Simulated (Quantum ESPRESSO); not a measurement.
Input and output of a self-consistent single point for La3Ga (Pm-3m, 4 atoms in the cell) (Quantum ESPRESSO).

Method: LDA (PZ), GBRV 1.5 ultrasoft (LDA) pseudopotentials (plane waves; Quantum ESPRESSO 7.5).

```xyz
4
Lattice="4.9864 0.0000 0.0000 0.0000 4.9864 0.0000 0.0000 0.0000 4.9864" Properties=species:S:1:pos:R:3 pbc="T T T"
La     0.0000     2.4932     2.4932
La     2.4932     0.0000     2.4932
La     2.4932     2.4932     0.0000
Ga     0.0000     0.0000     0.0000
```

Reference input (self-consistent single point, DFT, PBEsol, plane waves, GBRV 1.5 ultrasoft (PBESOL) pseudopotentials): ecutwfc = 50 Ry; ecutrho = 250 Ry; occupations = smearing; smearing = fermi-dirac; degauss = 0.0036749 Ry; potentials = {La: la_pbesol_v1.uspp.F.UPF, Ga: ga_pbesol_v1.4.uspp.F.UPF}; K_POINTS = automatic 7 7 7 0 0 0; conv_thr = 1e-10 Ry; mixing_beta = 0.3. This run's input differs from it in these lines:

```diff
@@ -25,4 +25,4 @@
 ATOMIC_SPECIES
-La   138.9055  la_pbesol_v1.uspp.F.UPF
-Ga    69.7230  ga_pbesol_v1.4.uspp.F.UPF
+La   138.9055  la_lda_v1.uspp.F.UPF
+Ga    69.7230  ga_lda_v1.4.uspp.F.UPF
 CELL_PARAMETERS {alat}
```

Log, with long lists cut:

```
     Self-consistent Calculation

     iteration #  1     ecut=    50.00 Ry     beta= 0.30

---- Real-time Memory Report at c_bands before calling an iterative solver
           539 MiB given to the printing process from OS
           103 MiB allocation reported by mallinfo(arena+hblkhd)
------------------

     negative rho (up, down):  2.300E-01 0.000E+00

     total energy              =    -721.49730288 Ry
     estimated scf accuracy    <       1.12176479 Ry

     iteration #  2     ecut=    50.00 Ry     beta= 0.30

---- Real-time Memory Report at c_bands before calling an iterative solver
   [... lines left out ...]
           619 MiB given to the printing process from OS
           137 MiB allocation reported by mallinfo(arena+hblkhd)
------------------

     negative rho (up, down):  1.813E-01 0.000E+00

     total energy              =    -721.68387198 Ry
     estimated scf accuracy    <          2.1E-09 Ry

     iteration # 15     ecut=    50.00 Ry     beta= 0.30

---- Real-time Memory Report at c_bands before calling an iterative solver
           619 MiB given to the printing process from OS
           137 MiB allocation reported by mallinfo(arena+hblkhd)
------------------

     negative rho (up, down):  1.813E-01 0.000E+00
     End of self-consistent calculation

     the Fermi energy is    11.4485 ev

!    total energy              =    -721.68387198 Ry
     estimated scf accuracy    <          2.5E-11 Ry
     smearing contrib. (-TS)   =      -0.00360773 Ry
     internal energy E=F+TS    =    -721.68026425 Ry

     convergence has been achieved in  15 iterations

     negative rho (up, down):  1.813E-01 0.000E+00

     Forces acting on atoms (cartesian axes, Ry/au):

     atom    1 type  1   force =     0.00000000    0.00000000    0.00000000
   [... zero for the other atoms too ...]

     Total force =     0.000000     Total SCF correction =     0.000000

     negative rho (up, down):  1.813E-01 0.000E+00
          total   stress  (Ry/bohr**3)                   (kbar)     P=      -48.05
  -0.00032666   0.00000000   0.00000000          -48.05        0.00        0.00
   0.00000000  -0.00032666   0.00000000            0.00      -48.05        0.00
   0.00000000   0.00000000  -0.00032666            0.00        0.00      -48.05

   JOB DONE.
```

The run converged in 15 iterations. Against the reference run the pressure goes from -3.31 to -4.81 GPa.

The starting cell comes from a database of computed structures (which also holds hypothetical and non-ambient phases and stackings), without a prior relaxation at this level. Its lattice was rescaled by a random factor within 2.5 % of one. With a pressure of about -5 GPa the cell is away from its equilibrium volume at this level.

Cost on one core of a shared machine: roughly 3 min.
